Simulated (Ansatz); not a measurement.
Data:

```
ZrS2
1.0
    3.59848     0.00000     0.00000
    1.79924     3.11637     0.00000
    0.00000     0.00000     5.74086
Zr S
1 2
Direct
  0.00000   0.00000   0.00000
  0.33333   0.33333   0.25736
  0.66667   0.66667   0.74264
```

No spin polarisation.

Method: plane-wave PAW DFT at the PBE-D3(BJ) level (Ansatz, a quantum-chemistry and plane-wave program, 420 eV), no spin-orbit coupling. k-mesh 10×10×6 (Γ-centred); smearing 0.05 eV (Fermi–Dirac).

Q: Predict the smallest direct gap and in-plane stress.

A: 
* **Smallest direct gap**: 1.45 eV
* **Mean in-plane stress (compression positive)**: +1.7 GPa

The cells carry an imposed strain or load. Stability against distortions was not tested. The cell was made from ZrS₂ in the CdI2 type structure (space group P-3m1, No. 164; layered, stacked along the Cartesian z axis) by this change: biaxial strain −1.00 %, plane normal [001], relaxed out of plane.
